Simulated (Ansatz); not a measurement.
Consider this model of amorphous Al28O43Ag2.

```xyz
73
Lattice="9.5486 -0.3549 -0.0602 -0.3549 8.7832 -0.0020 -0.0602 -0.0020 9.7624" Properties=species:S:1:pos:R:3 pbc="T T T"
Al     8.9877     5.8386     9.3017
Al     6.9431     7.4624     6.9559
Al     1.0474     3.9204     5.6420
Al     3.4652     2.9517     3.9470
Al     6.6187     6.4467     1.7925
Al     5.1307     1.3379     1.3499
Al     9.0535     3.2812     8.5398
Al     4.2381     4.0664     1.0447
Al     0.0573     0.6033     9.1786
Al     1.8419     6.1322     3.9514
Al     3.5354     7.1819     1.4560
Al     8.0457     5.5076     4.7318
Al     3.5593     3.0429     7.8454
Al     5.4115     1.2356     6.0169
Al     4.7550     7.2626     4.3493
Al     0.5157     7.1810     6.3260
Al     5.5169     4.3757     5.8984
Al     4.9953     7.9224     8.8556
Al     0.0299     7.7756     2.2472
Al     2.3148     1.4317     0.7553
Al     0.6915     1.9019     3.3245
Al     7.3472     0.4057     3.3976
Al     2.7000     0.2860     7.7314
Al     6.1431     4.9099     8.7819
Al     1.4137     4.5784     1.4125
Al     7.9926     2.5020     5.7398
Al     2.6026    -0.0711     4.8401
Al     7.1105     1.1247     8.3866
O      9.3619     2.9647     6.8563
O      3.5209     6.7058     3.1770
O      0.9972     0.0745     0.9286
O      0.3063     7.0757     8.1308
O      2.3335     6.8938     5.5590
O      5.1920     7.2170     0.8430
O      5.4352     6.0924     5.4772
O      6.7455     2.2544     7.1118
O     -0.1133     2.9226     4.5187
O      2.3411     3.8604     6.9048
O      7.8454     4.6146     8.5996
O      0.2676     5.5812     5.2251
O      2.2990     4.3052     4.1639
O      6.1312     6.5736     8.2945
O      6.1512     7.6326     3.2227
O      4.9949     4.1691     7.6578
O      8.1772     6.9661     5.7874
O      0.8211     5.9417     2.3487
O      1.5790     0.1114     6.3618
O      5.7743     0.8275     9.5172
O      1.6749     1.3235     8.7752
O      7.5309     5.4974     3.0527
O      9.0562     0.2033     2.9491
O      3.9179     1.4568     7.1795
O      2.3090     1.5906     4.0801
O      8.2435     6.7626     0.8991
O      8.5689     1.7956     9.3444
O      8.2808    -0.2419     8.0562
O      3.5678     2.7995     9.6782
O      5.8496     4.7315     0.7527
O      0.4891     4.7040     9.6558
O      7.0721     1.1111     4.9833
O      5.9467    -0.1684     7.1477
O      1.4031     2.7486     1.7845
O      3.2213     7.8231     8.6916
O      3.0335     5.3544     1.0182
O      4.3126     2.8708     2.3484
O      3.6351     0.3142     1.4265
O      1.1222     7.8903     3.6801
O      4.4516     0.0762     4.8687
O      7.2272     4.1293     5.4493
O      4.7569     2.9441     5.1607
O      6.6160     1.4554     2.2241
Ag     7.3775     3.4124     2.5275
Ag     2.7651     5.8707     7.7243
```

Calculation: PBE, scalar-relativistic without spin-orbit coupling (plane waves to 420 eV, PAW; Ansatz, a first-principles code).

Preparation: random packing, a CHGNet melt and quench, and a DFT relaxation. O atoms were pushed apart under 1.9 Å during the dynamics, to hinder bonds among them. The hot cell started wider than the set density and was brought back towards it in steps. It is the lowest in DFT energy of 2 quenches. It is a model cell: composition and starting density were chosen by hand, and all elements were melted together. No dispersion term was used. Its density started from a set value of 3.39 and ended at 3.37 g/cm³. Cooling (nominally 410 K/ps over its main leg) ran many orders faster than in experiment, which tends to leave more defects and strain. A cell of this size samples the disorder only roughly. Volume and shape were free in the relaxation.

Neighbours within Al-Al 2.66 Å, Al-O 2.28 Å, Al-Ag 2.93 Å, O-O 1.58 Å, O-Ag 2.53 Å, Ag-Ag 3.19 Å count as bonded. Two cations that share two anions don't count as bonded, nor two that share one unless they lie closer than Al-Al 2.59 Å, Al-Ag 2.85 Å, Ag-Ag 3.10 Å.

**Question.** Give the coordination numbers, mean bond lengths and angles.

**Answer.** 
The mean coordination of Al by anions comes out as 4.46 (17 with 4, 9 with 5, 2 with 6) and the mean coordination of O is 3.02 (2 with 2, 38 with 3, 3 with 4). The mean coordination of Ag by anions is 2.50 (1 with 2, 1 with 3). The mean Al-O bond is 1.845 Å (spread 0.085 Å, 125 counted) and the mean O-Ag bond is 2.230 Å (spread 0.109 Å, 5 counted). The bond angle at Al is mean 107.6°, spread 22.2°. The bond angle at O comes out as mean 116.1°, spread 15.9°.

**Question.** List the pairs of like atoms that count as bonded by the rules above.

**Answer.** There are none by these rules.
